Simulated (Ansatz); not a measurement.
InAs: pressure series

The parent structure is InAs in the zinc blende structure (space group F-43m, No. 216).

```
InAs
1.0
    0.00000     3.09331     3.09331
    3.09331     0.00000     3.09331
    3.09331     3.09331     0.00000
As In
1 1
Direct
  0.75000   0.75000   0.75000
  0.00000   0.00000   0.00000
```

Cell and atoms are relaxed at each pressure.

Levels (all Ansatz, a quantum-chemistry and plane-wave program, PAW, earlier PAW set): PBE (420 eV, no spin-orbit coupling); r2SCAN (500 eV, no spin-orbit coupling).

The base cell above is that of PBE; each level relaxes its own structures.

```json
[
 {"case": "pressure −2 GPa", "volume per atom, PBE": "31.01 Å³", "volume per atom, r2SCAN": "29.61 Å³"},
 {"case": "pressure −1 GPa", "volume per atom, PBE": "30.26 Å³", "volume per atom, r2SCAN": "29.03 Å³"},
 {"case": "pressure 0.9 GPa", "volume per atom, PBE": "29.09 Å³", "volume per atom, r2SCAN": "28.07 Å³"},
 {"case": "pressure 2.1 GPa", "volume per atom, PBE": "28.46 Å³", "volume per atom, r2SCAN": "27.54 Å³"},
 {"case": "pressure 4.5 GPa", "volume per atom, PBE": "27.41 Å³", "volume per atom, r2SCAN": "26.65 Å³"},
 {"case": "pressure 9 GPa", "volume per atom, PBE": "25.87 Å³", "volume per atom, r2SCAN": "25.30 Å³"},
 {"case": "pressure 15 GPa", "volume per atom, PBE": "24.36 Å³", "volume per atom, r2SCAN": "23.94 Å³"},
 {"case": "pressure 22.5 GPa", "volume per atom, PBE": "22.95 Å³", "volume per atom, r2SCAN": "22.64 Å³"},
 {"case": "pressure 30 GPa", "volume per atom, PBE": "21.86 Å³", "volume per atom, r2SCAN": "21.62 Å³"}
]
```

PBE lies above r2SCAN in every row, by 0.24 Å³ to 1.39 Å³. They put the cases in the same order.

A case with no gap was solved on a k-mesh chosen for an insulator, which is coarse for it. Load acts through the strain it causes; cell and atoms are relaxed under it. Whether these cells are dynamically stable was not tested. All final runs are without spin polarisation. Measured, InAs leaves this structure (for rock salt) near 7 GPa (temperature not stated; as listed in Datta, Sujoy, Jana, Debnarayan, arXiv (2020)).
